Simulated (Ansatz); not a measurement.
O interstitial started as a split pair with O in metastable polar orthorhombic HfO2 (the name describes the start): one set of geometries, relaxed with PBE, evaluated in Ansatz (PAW, plane waves to 420 eV, 500 eV under r2SCAN) with PBE, r2SCAN.

Details: 96-site cell; 2×2×2 shifted k-points; start: split with O(2); charged states image-corrected; no spin–orbit coupling; not converged in cell size; relaxed from one start, so a lower configuration may exist; flagged in the runs: a host whose relaxation on this sampling wasn't shown to rest, a strain field that reaches the edge of the cell.

```csv
quantity,PBE,r2SCAN
host gap (eV),4.36,4.88
ε(0/−1) above the VBM (eV),1.59,1.81
ε(−1/−2) above the VBM (eV),0.37,0.64
neutral formation energy against O2 molecule in a box (eV),2.16,1.90
largest moment on one atom at charge −1 (μB),0.44,0.49
```

PBE narrows the gap by 0.52 eV against r2SCAN, the highest level run, and puts the levels shown 0.24 eV lower above the valence-band maximum on average (from the rounded values).

Ansatz is a program for electronic structure.
